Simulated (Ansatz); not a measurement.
Density of states of YAl (Pm-3m, 2 atoms in the cell).

```yaml
crystal:
  lattice:
    - [3.59889, 0.00000, 0.00000]
    - [0.00000, 3.59889, 0.00000]
    - [0.00000, 0.00000, 3.59889]
  atoms:
    - { symbol: Y, position: [0.50000, 0.50000, 0.50000] }
    - { symbol: Al, position: [0.00000, 0.00000, 0.00000] }
```

Level of theory: LDA (PW92), default PAW files made with PBE (plane waves; Ansatz, a first-principles code).

SCF settings: basis.ecutwfc = 420 eV; kpoints.mp_grid.grid = 7 7 7; hamiltonian.xc = lda; hamiltonian.pseudopotentials = {kind: paw} (the program's default PAW files); scf.occupations.method = cold; scf.occupations.width = 0.05 eV. Keys of the DOS step: output.dos.nscf_kmesh.grid = 14 14 14.

The starting cell comes from a database of computed structures (which also holds hypothetical and non-ambient phases and stackings), without a prior relaxation at this level.

Total DOS (both spins), as means of the tabulated values in each energy bin; the zero is the program's Fermi level or highest filled level, and the curve is cut to this window:

| E (eV) | states/eV/cell |
|---|---|
| -7.80 | 0.00 |
| -7.40 | 0.12 |
| -7.00 | 0.22 |
| -6.60 | 0.30 |
| -6.20 | 0.40 |
| -5.80 | 0.53 |
| -5.40 | 0.80 |
| -5.00 | 1.51 |
| -4.60 | 0.65 |
| -4.20 | 0.28 |
| -3.80 | 0.23 |
| -3.40 | 0.32 |
| -3.00 | 0.45 |
| -2.60 | 0.82 |
| -2.20 | 1.97 |
| -1.80 | 1.38 |
| -1.40 | 1.21 |
| -1.00 | 1.64 |
| -0.60 | 1.35 |
| -0.20 | 0.77 |
| 0.20 | 0.80 |
| 0.60 | 2.48 |
| 1.00 | 2.45 |

Around zero the curve holds about 0.7 states/eV/cell.

Keys are those of Ansatz 0.2.
